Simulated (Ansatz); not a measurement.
## PBE against r2SCAN: CdSe, pressure 0.3 GPa

Base system: CdSe in the wurtzite structure (space group P6_3mc, No. 186; a = 4.383 Å, c = 7.154 Å).

(Cell as relaxed with PBE.)

Levels (all Ansatz, a quantum-chemistry and plane-wave program, PAW): PBE (420 eV, no SOC); r2SCAN (500 eV, spin-orbit coupling left out).

Each level relaxes its own structure.

| base | PBE | r2SCAN |
|---|---|---|
| volume per atom | 29.75 Å³ | 28.86 Å³ |
| lattice parameter a | 438.3 pm | 434.0 pm |
| band gap | 0.54 eV | 1.11 eV |

Modification: a hydrostatic pressure of 0.3 GPa.

```tsv
quantity	PBE	r2SCAN
valence-band top at Γ (three highest levels, from the VBM)	0.00, 0.00, -0.04 eV	0.00, 0.00, -0.04 eV
gap character	direct at Γ	direct at Γ
lattice parameter a	437.3 pm	433.2 pm
band gap	0.56 eV	1.12 eV
```

PBE's lattice parameter a lies 4.1 pm above r2SCAN's (1.0 %); PBE's band gap lies 0.56 eV below r2SCAN's; the two agree on the valence-band top at Γ and gap character. Neither level is exact; r2SCAN is the comparison here, not a measurement.

Load acts through the strain it causes; cell and atoms are relaxed under it. No phonon test of stability was made.
